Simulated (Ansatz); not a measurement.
**What biaxial strain +0.42 %, plane normal [111], relaxed out of plane does to ZnSe**

The parent structure is ZnSe in the zinc blende structure (space group F-43m, No. 216; a = 5.5675 Å). Axes: x, y, z lie along the cube axes.

Modification: biaxial strain +0.42 %, plane normal [111], relaxed out of plane (Cartesian); in-plane vectors clamped, the third vector and the atoms free.

Computed with LDA (Ansatz, a first-principles code; PAW; 420 eV plane waves; no spin-orbit coupling). k-mesh 10×10×10 (Γ-centred); smearing 0.05 eV (Fermi–Dirac).

| quantity | base | changed | shift |
|---|---|---|---|
| volume per atom | 21.57 Å³ | 21.69 Å³ | +0.12 Å³ |
| space group | F-43m (No. 216) | R3m (No. 160) | – |
| energy relative to the base (free energy F) | 0 meV/atom | +0.3 meV/atom | +0.3 meV/atom |
| pressure (mean of the normal stresses, compression positive) | 0.00 GPa | -0.40 GPa | -0.395 GPa |
| band gap | 1.25 eV | 1.20 eV | -0.05 eV |
| gap character | direct at Γ | direct at Γ | – |
| electron mass | 0.090 mₑ (at Γ) | 0.089 mₑ (at Γ) | – |
| valence-band top at Γ (three highest levels, from the VBM) | 0.00, 0.00, 0.00 eV | 0.00, -0.04, -0.04 eV | – |
| valley order (the lowest conduction-band minima on the path, energy above the VBM, named in the base's zone) | Γ 1.25 eV; L along ⟨111⟩ 2.45 eV; X along ⟨100⟩ 2.69 eV | Γ 1.20 eV; L along [111] 2.36 eV; L along [1-1-1] 2.43 eV; X along [001] 2.68 eV | – |
| out-of-plane strain | – | -0.28 % | – |

Final structure (turned so that z lies along the plane normal):

```
ZnSe
1.0
    3.95336     0.00000     0.00000
    1.97668     3.42371     0.00000
    1.97668    -1.14124     3.20537
Zn Se
1 1
Cartesian
  0.00000   0.00000  -0.00403
  3.95336   0.00000   2.40806
```

Cost of the whole job for the changed cell (relaxation, final SCF and bands): around 40 core-seconds (rough).

Effective masses come from finite differences of ±0.01 Å⁻¹. No phonon test of stability was made. Labels are those of the standard path for the cell's own space group.
